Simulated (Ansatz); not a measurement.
The starting structures come from a database of crystals and need not be the phases stable at ambient conditions.

Evanescent states of LaF3 (P-3c1, not sure to be the ambient phase, 24 atoms a cell, 13.6 Å³ an atom) along the normal of (001)

Method: r2SCAN (plane waves, PAW; Ansatz, a quantum-chemistry and plane-wave program).

The gap is the functional's own, uncorrected, and κ follows it; spin-orbit coupling is left out. Mid-gap values are interpolated between the computed energies.

Energies count from the valence-band top; κ is the least over a 6×6 mesh across the current.

| E (eV) | κ (1/Å) | where |
|---|---|---|
| 0.16 | 0.162 | Γ |
| 0.48 | 0.268 | Γ |
| 0.80 | 0.333 | Γ |
| 1.12 | 0.381 | Γ |
| 1.44 | 0.418 | Γ |
| 1.76 | ___ | Γ |
| 2.08 | ___ | Γ |
| 2.40 | ___ | Γ |
| 2.72 | ___ | Γ |
| 3.04 | ___ | Γ |
| 3.36 | ___ | Γ |
| 3.68 | ___ | Γ |
| 4.00 | ___ | Γ |
| 4.32 | ___ | Γ |
| 4.64 | ___ | Γ |
| 4.96 | ___ | Γ |
| 5.28 | ___ | Γ |
| 5.60 | 0.527 | Γ |
| 5.92 | 0.515 | Γ |
| 6.24 | 0.499 | Γ |
| 6.56 | 0.477 | Γ |
| 6.88 | 0.433 | Γ |

Problem. Fill in the missing entries.

Solution. 
- 1.76, κ (1/Å): 0.448
- 2.08, κ (1/Å): 0.472
- 2.40, κ (1/Å): 0.492
- 2.72, κ (1/Å): 0.508
- 3.04, κ (1/Å): 0.521
- 3.36, κ (1/Å): 0.530
- 3.68, κ (1/Å): 0.537
- 4.00, κ (1/Å): 0.542
- 4.32, κ (1/Å): 0.544
- 4.64, κ (1/Å): 0.544
- 4.96, κ (1/Å): 0.541
- 5.28, κ (1/Å): 0.535
